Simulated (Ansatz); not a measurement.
**Effect of biaxial strain −0.53 %, plane normal [110], relaxed out of plane on hypothetical diamond Sb**

The reference is Sb in the diamond structure (space group Fd-3m, No. 227; a = 6.988 Å; a hypothetical phase, not in the database extracts checked; relaxed with 0.1 eV smearing). Axes: x, y, z lie along the cube axes.

The change: compressive biaxial strain of 0.53 % in the plane normal to [110], as in epitaxy on a mismatched substrate; the out-of-plane cell vector and the atoms relax.

The values are results of Kohn–Sham DFT with the PBE functional, run in Ansatz (a quantum-chemistry and plane-wave program) with PAW and 420 eV plane waves, spin-orbit coupling left out, not measurements. Settings: 14×14×14 k-points, 0.1 eV Fermi–Dirac smearing.

The volume per atom goes up by 0.70 Å³, from 42.66 Å³ to 43.36 Å³ and the space group changes from Fd-3m (No. 227) to Imma (No. 74). The energy decreases by 1.2 meV/atom and the pressure (mean of the normal stresses, compression positive) goes from zero to -0.5 GPa. The band gap stays zero and the out-of-plane strain comes out as +2.73 %. The mean in-plane stress (compression positive) amounts to -0.8 GPa.

Final structure (turned so that z lies along the plane normal):

```xyz
2
Lattice="4.9154 0.0000 0.0000 0.0000 6.9514 0.0000 2.4577 3.4757 2.5381" Properties=species:S:1:pos:R:3 pbc="T T T"
Sb     2.4577     1.7138     0.0000
Sb     0.0000     3.4997     0.0000
```

Stability against distortions was not tested. Under biaxial strain −0.53 %, plane normal [110], relaxed out of plane the cell ends below the base's energy or with stress of the wrong sign: the atoms slid into a distortion or the cell is elastically unstable, so the base is not a stable minimum at this level.
